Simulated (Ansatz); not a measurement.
A computed series for WS2: response to strain

Consider WS₂ (space group P6_3/mmc, No. 194; layered, stacked along the Cartesian z axis).

```yaml
crystal:
  lattice:
    - [3.11474, 0.00000, 0.00000]
    - [-1.55737, 2.69745, 0.00000]
    - [0.00000, 0.00000, 11.77237]
  atoms:
    - { symbol: W, position: [0.66667, 0.33333, 0.25000] }
    - { symbol: W, position: [0.33333, 0.66667, 0.75000] }
    - { symbol: S, position: [0.66667, 0.33333, 0.88355] }
    - { symbol: S, position: [0.33333, 0.66667, 0.38355] }
    - { symbol: S, position: [0.33333, 0.66667, 0.11645] }
    - { symbol: S, position: [0.66667, 0.33333, 0.61645] }
```

Cartesian axes are those of the cell as printed.

Strains are applied to the cell and any free atomic positions relax; under biaxial strain the out-of-plane vector relaxes too.

Level of theory: plane-wave PAW DFT at the PBEsol-D3(BJ) level (Ansatz, a quantum-chemistry and plane-wave program, 420 eV), scalar-relativistic without spin-orbit coupling.

```csv
"biaxial strain, plane normal [001], relaxed out of plane (%)",out-of-plane strain (%)
-3,1.02
-2.4,0.80
-1.8,0.60
-1.2,?
-0.6,0.20
0,0.00
```

Fit ε⊥ = −νε + γε² (strains in %) to the rows shown and predict the withheld row.

Least squares on the printed values gives ν = 0.32 (the biaxial Poisson response) and γ = 0.005 (largest residual 0.01 %); this predicts 0.40 %, and the run gives 0.39 %, in agreement.

Whether these cells are dynamically stable was not tested.
